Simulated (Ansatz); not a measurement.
Band structure of MoIr (P-6m2, 2 atoms in the cell).

```
MoIr
1.0
    2.79205     0.00000     0.00000
   -1.39603     2.41799     0.00000
    0.00000     0.00000     4.46992
Mo Ir
1 1
Cartesian
  0.00000   0.00000   0.00000
  0.00000   1.61199   2.23496
```

Method: LDA (PW92), PAW files made with PBE (plane waves; Ansatz, a first-principles code).

Settings: kpoints.mp_grid.grid = 18 18 10; hamiltonian.xc = lda; hamiltonian.pseudopotentials = {kind: paw} (the program's default PAW files); scf.occupations.method = fermi_dirac; scf.occupations.width = 0.05 eV; kpoints.band_path.npoints = 8.

The starting cell comes from a database of computed structures (which also holds hypothetical and non-ambient phases and stackings), without a prior relaxation at this level. Spin-orbit coupling is off. Spin polarisation is off.

Levels in eV from the Fermi level, bands 13 to 19:
```tsv
point	13	14	15	16	17	18	19
Γ	-2.02	-1.34	-1.34	-0.58	-0.58	0.75	2.51
M	-1.95	-1.72	-1.12	0.94	3.04	4.03	4.15
K	-3.35	-1.80	-0.35	1.45	2.05	2.23	4.88
A	-3.25	-1.96	-1.96	-1.93	0.73	0.73	2.34
L	-1.69	-0.14	0.48	1.18	1.36	2.79	4.16
H	-3.48	-1.47	-0.73	-0.24	1.20	2.73	7.49
```

Bands cross the Fermi level along this path, so the cell is metallic at this level.

Keys are those of Ansatz 0.2.
